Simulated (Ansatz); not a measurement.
## Step by step: formation energy of O_i in Nb (bcc, Im-3m)

This concerns the formation energy of O_i in Nb (bcc, Im-3m). Reaction: 8 Nb (bcc) + 1/2 O2 (gas) → cell A.

A: a supercell of 8 sites of Nb (bcc, Im-3m) with O off the lattice sites (6 Nb at 1.96–2.26 Å); spin state with PBE: run without spin.

Ansatz (a quantum-chemistry and plane-wave program) with PAW potentials; structures come from PBE relaxations, nuclei static, no net charge. Ansatz runs with its PAW set soft_1. Other levels take these structures. The lattices are those relaxed with PBE, so at other levels the solids can be strained. A dispersion term (D3(BJ), or D4 for r2SCAN) was computed beside these levels and is taken off wherever the name lacks it. Space groups of crystals are read within 0.01 Å. No Hubbard U is applied. The cell is small for its defects, so this is an ordered compound on the host's lattice rather than an isolated defect. Cell A has symmetry I4/mmm within 0.02 Å and got no random move, so less symmetric positions, which may lie lower, weren't tried.

Total energies of the cells in eV, at zero smearing width. They compare only within one column; the weights balance every element.

| cell | atoms | weight | r2SCAN |
|---|---|---|---|
| A: Nb:O_i | 9 | +1 | -37078.85916 |
| Nb (bcc) | 8 | −1 | -36509.24385 |
| O2 (gas) | 2 | −1/2 | -1131.97288 |

r2SCAN: (-37078.85916) − (-36509.24385) − 1/2 × (-1131.97288) = -3.629 eV.
